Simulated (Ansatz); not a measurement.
Fermi-surface figures of metals: Ir (Fm-3m) under several functionals (Ansatz, a quantum-chemistry and plane-wave program, without spin-orbit coupling). The PBE cell:

```
Ir
1.0
    0.00000     1.93462     1.93462
    1.93462     0.00000     1.93462
    1.93462     1.93462     0.00000
Ir
1
Direct
  0.00000   0.00000   0.00000
```

| Functional | cell relaxed with | volume (Å³/atom) | density of states at the Fermi level per atom | Drude plasma energy | root-mean-square Fermi velocity | resistivity times mean free path |
|---|---|---|---|---|---|---|
| PBE | PBE | 14.48 | 0.94 states/eV | 10.4 eV | 8.0 ×10⁵ m/s | 3.8 ×10⁻¹⁶ Ω·m² |
| PBEsol | PBEsol | 14.03 | 0.88 states/eV | 10.8 eV | 8.4 ×10⁵ m/s | 3.7 ×10⁻¹⁶ Ω·m² |
| r2SCAN | PBEsol | 14.03 | ? | ? | ? | ? |

### Question
Given the cheaper levels, estimate the r2SCAN row.

### Answer

- r2SCAN, density of states at the Fermi level per atom: 0.84 states/eV
- r2SCAN, Drude plasma energy: 10.9 eV
- r2SCAN, root-mean-square Fermi velocity: 8.7 ×10⁵ m/s
- r2SCAN, resistivity times mean free path: 3.7 ×10⁻¹⁶ Ω·m²

For the density of states at the Fermi level per atom, PBE gives 0.94 states/eV and r2SCAN 0.84 states/eV: PBE lies 11 % above.

Metals at this level; values at 300 K, both spins, means over directions. As a rough test of the mesh, the Fermi surface's area from every second k point differs by up to 3 %. The product of resistivity and mean free path takes one path for all states. Spin-orbit coupling is left out.
